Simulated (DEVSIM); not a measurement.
Structure: Schottky contact on p-type CdTe, at 300 K.

```csv
layer (left to right),material,thickness (μm),Na (cm⁻³),τn (s),τp (s)
1,CdTe,3.50,4.2e15,7.8e-8,7.8e-8
```

Left contact: Schottky, work function 4.83 eV, emission velocity 1e7 cm/s. Right contact: ohmic. Voltage is applied to the left contact. Recombination: SRH at mid-gap. Mobility is μmin + (μ − μmin)/(1 + (N/Nref)^α).

Constants are typed, rounded textbook-type inputs, not results; the design itself was drawn at random and stands for no fabricated device. Values at 300 K; Nc and Nv go as T^1.5, mobilities as T to minus their exponent, the gap by Varshni's rule with the affinity fixed. The table also holds parameters that only a changed run uses.

```tsv
parameter	CdTe
gap (eV)	1.5
affinity (eV)	4.28
permittivity	10.2
Nc (cm⁻³)	8e17
Nv (cm⁻³)	1.8e19
μn (cm²/Vs)	1000
μp (cm²/Vs)	80
μn,min	100
μp,min	10
Nref,n	1e17
Nref,p	1e17
αn	0.6
αp	0.6
T exponent of μn	1.7
T exponent of μp	1.5
Cn (cm⁶/s)	1e-30
Cp (cm⁶/s)	1e-30
Varshni α (eV/K)	0.00031
Varshni β (K)	108
```

Simulated with DEVSIM: 1D drift-diffusion, Boltzmann statistics, complete ionisation; no tunnelling, impact ionisation, image-force lowering or self-heating. Metal contacts follow the ideal Schottky-Mott rule: no Fermi-level pinning, no interface dipoles.

Base results: dark forward voltage at 1 A/cm² (V) 0.579; potential step across the device at zero bias (V) 0.734; largest field in the device at zero bias (V/cm) 32000.

Problem. What follows from this one change: metal work function 4.83 → 4.68 eV?

Solution. dark forward voltage at 1 A/cm² 0.579 → 0.729 V; potential step across the device at zero bias 0.734 → 0.884 V; largest field in the device at zero bias 32000 → 36000 V/cm.

Problem. What follows from this one change: temperature 300 → 250 K?

Solution. dark forward voltage at 1 A/cm² 0.579 → 0.657 V; potential step across the device at zero bias 0.734 → 0.790 V; largest field in the device at zero bias little changed (34000 V/cm).

Problem. What follows from this one change: doping Na of layer 1 4.2e+15 → 1.3e+15 cm^-3?

Solution. dark forward voltage at 1 A/cm² 0.579 → 0.614 V; potential step across the device at zero bias 0.734 → 0.703 V; largest field in the device at zero bias 32000 → 18000 V/cm.

Problem. What follows from this one change: metal work function 4.83 → 4.73 eV?

Solution. dark forward voltage at 1 A/cm² 0.579 → 0.679 V; potential step across the device at zero bias 0.734 → 0.834 V; largest field in the device at zero bias little changed (35000 V/cm).

Problem. What follows from this one change: thickness of layer 1 3.5 → 6 μm?

Solution. dark forward voltage at 1 A/cm² 0.579 → 0.585 V; potential step across the device at zero bias little changed (0.734 V); largest field in the device at zero bias little changed (32000 V/cm).

Problem. What follows from this one change: constant mobility in place of the doping-dependent one?

Solution. dark forward voltage at 1 A/cm² 0.579 → 0.575 V; potential step across the device at zero bias little changed (0.734 V); largest field in the device at zero bias little changed (32000 V/cm).
